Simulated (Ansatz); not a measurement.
```yaml
crystal:
  lattice:
    - [20.00000, 0.00000, 0.00000]
    - [0.00000, 16.50000, 0.00000]
    - [0.00000, 0.00000, 7.75673]
  atoms:
    - { symbol: Pb, position: [0.49719, 0.49609, 0.96246] }
    - { symbol: Br, position: [0.61741, 0.47737, 0.21226] }
    - { symbol: Br, position: [0.46510, 0.63781, 0.21235] }
    - { symbol: Br, position: [0.42050, 0.38890, 0.22590] }
    - { symbol: Cs, position: [0.63052, 0.68206, 0.13702] }
    - { symbol: Pb, position: [0.50281, 0.50391, 0.46246] }
    - { symbol: Br, position: [0.57950, 0.61110, 0.72590] }
    - { symbol: Br, position: [0.38259, 0.52263, 0.71226] }
    - { symbol: Br, position: [0.53490, 0.36219, 0.71235] }
    - { symbol: Cs, position: [0.36948, 0.31794, 0.63702] }
```

Levels: PBE (plane waves to 420 eV, PAW; Ansatz, an electronic-structure program); PBE with spin-orbit coupling run with Ansatz; r2SCAN (plane waves to 500 eV, PAW; Ansatz). Unmarked values and the geometry are of the first. Mesh 1×1×6. No spin polarisation. One-dimensional cell, images about 11 Å apart. A hypothetical model. Only distortions within the start's symmetry and period were free. Pairing along the axis, which can open a gap, is among the distortions not tried. Values not marked SOC lack spin–orbit coupling. On relaxing, bonds broke or formed, so the name tells the start alone.

**Question.** Give the properties of this body.

**Answer.** 
```
Property                                                                                Result
-----------------------------------------------  ---------------------------------------------
largest distance between nuclei across the axis                                         7.96 Å
PBE gap                                          3.50 eV, indirect, from k = 0.281 × 2π/c to Γ
electron mass along the axis (PBE)                                                     0.69 mₑ
hole mass along the axis (PBE)                                                          1.6 mₑ
PBE+SOC gap at this geometry                                                           3.01 eV
r2SCAN gap at this geometry                                                            4.00 eV
```
